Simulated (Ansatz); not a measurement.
**HfO2: response to strain**

Take HfO2 (space group P2_1/c, No. 14) as the base.

```yaml
crystal:
  lattice:
    - [5.16182, 0.00000, 0.00000]
    - [0.00000, 5.21238, 0.00000]
    - [-0.89816, 0.00000, 5.27706]
  atoms:
    - { symbol: Hf, position: [0.27574, 0.04289, 0.20837] }
    - { symbol: Hf, position: [0.72426, 0.54289, 0.29163] }
    - { symbol: Hf, position: [0.72426, 0.95711, 0.79163] }
    - { symbol: Hf, position: [0.27574, 0.45711, 0.70837] }
    - { symbol: O, position: [0.06714, 0.32863, 0.34846] }
    - { symbol: O, position: [0.93286, 0.82863, 0.15154] }
    - { symbol: O, position: [0.93286, 0.67137, 0.65154] }
    - { symbol: O, position: [0.06714, 0.17137, 0.84846] }
    - { symbol: O, position: [0.44918, 0.75721, 0.47665] }
    - { symbol: O, position: [0.55082, 0.25721, 0.02335] }
    - { symbol: O, position: [0.55082, 0.24279, 0.52335] }
    - { symbol: O, position: [0.44918, 0.74279, 0.97665] }
```

Cartesian axes are those of the cell as printed.

Strains are applied to the cell and any free atomic positions relax; under biaxial strain the out-of-plane vector relaxes too; under stress the whole cell relaxes.

Method: Kohn–Sham DFT with the PBE functional, run in Ansatz (a program for electronic structure) with PAW and 420 eV plane waves, without spin-orbit coupling, earlier PAW set.

Notes on the quantities. energy relative to the base: free energy F.

```tsv
case	energy relative to the base	smallest direct gap	shortest interatomic distance	band gap
base	0 meV/atom	4.13 eV	2.052 Å	4.04 eV
biaxial strain −0.62 %, plane normal [001], relaxed out of plane	+1.1 meV/atom	4.16 eV	2.042 Å	4.08 eV
isotropic strain +2.18 %	+29 meV/atom	4.20 eV	2.069 Å	4.13 eV
uniaxial strain ε_xx = −1.30 %	+2.0 meV/atom	4.14 eV	2.046 Å	4.04 eV
uniaxial strain ε_yy = −2.71 %	+11 meV/atom	4.21 eV	2.026 Å	4.15 eV
tensor shear ε_xz = −3.28 %	+15 meV/atom	4.04 eV	2.064 Å	3.93 eV
uniaxial stress, 2 GPa tension along x	+0.6 meV/atom	4.11 eV	2.055 Å	4.03 eV
```

Spin-orbit coupling, missing from the scalar runs, can matter with Hf. Beyond what the load breaks, stability against distortions was not tested.
